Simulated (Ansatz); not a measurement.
**Habitual settings against a tight run: Cd (Fm-3m, 1 atom in the cell)**

Self-consistent single point.

```
Cd
1.0
    0.00000     2.23079     2.23079
    2.23079     0.00000     2.23079
    2.23079     2.23079     0.00000
Cd
1
Cartesian
  0.00000   0.00000   0.00000
```

Method: PBEsol, harder PAW files (source: ansatz) made with PBE (plane waves; Ansatz, an electronic-structure program).

Base settings: basis.ecutwfc = 38.2 Ry; kpoints.mp_grid.grid = 17 17 17; hamiltonian.xc = pbesol; hamiltonian.pseudopotentials = {kind: paw, source: ansatz}; scf.occupations.method = fermi_dirac; scf.occupations.width = 0.0073 Ry.

Tight run (finer mesh or higher cutoff; not a proven limit): basis.ecutwfc: 38.2 Ry → 53.7 Ry; kpoints.mp_grid.grid: 17 17 17 → 23 23 23; scf.convergence.dr2_threshold: default (1e-07 eV) → 1e-09 eV. It gave Fermi level (on the code's own zero) 13.79 eV; pressure -2.86 GPa.

Quick runs, as changes from the base:
- A: the base itself
- B: kpoints.mp_grid.grid: 17 17 17 → 4 4 4; scf.occupations.method: fermi_dirac → gaussian; scf.occupations.width: 0.0073 Ry → 0.0147 Ry; scf.convergence.dr2_threshold: default (1e-07 eV) → 0.001 eV
- C: basis.ecutwfc: 38.2 Ry → 26.8 Ry; kpoints.mp_grid.grid: 17 17 17 → 8 8 8; scf.convergence.dr2_threshold: default (1e-07 eV) → 0.0001 eV
- D: basis.ecutwfc: 38.2 Ry → 19.1 Ry; kpoints.mp_grid.grid: 17 17 17 → 8 8 8; scf.occupations.width: 0.0073 Ry → 0.01 Ry
- E: basis.ecutwfc: 38.2 Ry → 22.8 Ry; kpoints.mp_grid.grid: 17 17 17 → 1 1 1; scf.convergence.dr2_threshold: default (1e-07 eV) → 0.0001 eV
- F: basis.ecutwfc: 38.2 Ry → 30.5 Ry; kpoints.mp_grid.grid: 17 17 17 → 6 6 6; scf.occupations.width: 0.0073 Ry → 0.01 Ry

Energies are extrapolated to zero smearing width, which holds to low order in the width alone.

The count of work is k-points × plane waves × bands × iterations; it is no time. 

Pressures in the table are Ansatz's without its Pulay estimate, at a fixed set of plane waves; the tight run's value above holds the estimate.

The starting cell comes from a database of computed structures (which also holds hypothetical and non-ambient phases and stackings), without a prior relaxation at this level. Its lattice was rescaled by a random factor within 2.5 % of one. The cutoff lies below the one recommended for these files.

| run | energy less tight (meV/atom) | pressure less tight (GPa) | count of work / tight |
|---|---|---|---|
| A | -1.0 | -0.02 | 0.29 |
| B | -185.8 | -0.28 | 0.0079 |
| C | 373.3 | -24.52 | 0.020 |
| D | 11915.1 | -445.74 | 0.015 |
| E | -8891.2 | -166.81 | 0.00058 |
| F | 145.2 | -2.62 | 0.016 |

Among the runs at the tight run's level, the energy misses run from 1.0 to 11915.1 meV/atom.

Keys are those of Ansatz 0.2.
